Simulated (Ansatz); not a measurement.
Consider Sc in the hcp (Mg type) structure (space group P6_3/mmc, No. 194; a = 3.2754 Å, c = 5.1051 Å; relaxed with 0.1 eV smearing).

Computed with PBEsol, PAW, 420 eV (Ansatz, a quantum-chemistry and plane-wave program; spin-orbit coupling left out).

Base values:

The pressure comes out as 0.0 GPa and the band gap comes out as zero.

The change: the cell is scaled by 1.0250 in all directions, atoms relaxed at fixed cell.

Task: Estimate the effect on the pressure.

Result: The pressure (mean of the normal stresses, compression positive) goes from zero to -3.7 GPa.

Task: Estimate the effect on the energy relative to the base.

Result: The energy increases by 22 meV/atom.

Task: How does this affect the band gap?

Result: The band gap stays zero.

The cells carry an imposed strain or load. Stability against distortions was not tested. All final runs are without spin polarisation.
